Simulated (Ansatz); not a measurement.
# How the smallest direct gap on the k points sampled of Sr2TaNO3 (model structure, I4mm, No. 107, 7 atoms in the cell) moves with the method

No measured value is used here.

| level (code) | value (eV) |
|---|---|
| LDA (Ansatz) | 1.38 |
| PBEsol+SOC (Ansatz) | 1.44 |
| r²SCAN+SOC (Ansatz) | 1.95 |
| HSE06 (Ansatz) | (withheld) |

Task: Fill in the missing entries.

Result: 
- HSE06 (Ansatz, a first-principles code), value (eV): 2.93

At these levels the smallest gap is indirect and lower: LDA 1.22, PBEsol+SOC 1.29, r²SCAN+SOC 1.75, HSE06 2.58 eV. Computed values are for a static lattice. Levels without +SOC have no spin–orbit coupling; where heavier elements are present it shifts gaps, mostly down, and can invert bands.  Values are at the PBEsol cell. Cutoffs and k meshes differ between the levels. Ansatz's density-functional and Hartree–Fock values are scalar-relativistic unless marked +SOC, with PAW data made under PBE.

A model structure was made by putting elements into a prototype or built by hand; it is no filed structure, need not be a known phase, and can be a saddle point held by its symmetry.
